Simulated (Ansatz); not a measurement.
The parent structure is PbZrO3 in the cubic perovskite structure (space group Pm-3m, No. 221; a = 4.141 Å; a cell from a computed database, its experimental status unchecked).

It is then changed as follows: an isotropic linear strain of −5.13 %, atoms relaxed at fixed cell.

Levels (all Ansatz, a first-principles code, PAW, earlier PAW set): PBEsol (420 eV, without spin-orbit coupling); r2SCAN (500 eV, no spin-orbit coupling); HSE06 (420 eV, scalar-relativistic without spin-orbit coupling); PBEsol+SOC (420 eV, with spin-orbit coupling).

At the geometry relaxed with PBEsol, these levels gave the following band gaps, in shuffled order: (a) 2.92 eV, (b) 3.43 eV, (c) 2.00 eV, (d) 2.35 eV.

Q: Match each gap to its level.

A: (a) r2SCAN; (b) HSE06; (c) PBEsol+SOC; (d) PBEsol.

Single points use the geometry relaxed with PBEsol. HSE06 gaps are upper bounds (no full band path). Differences between runs with and without spin-orbit coupling are approximate. With Pb present, leaving out spin-orbit coupling can change the band edges. Stability against distortions was not tested. Many cubic perovskites are stable only at high temperature; tilts and polar distortions were not tested.
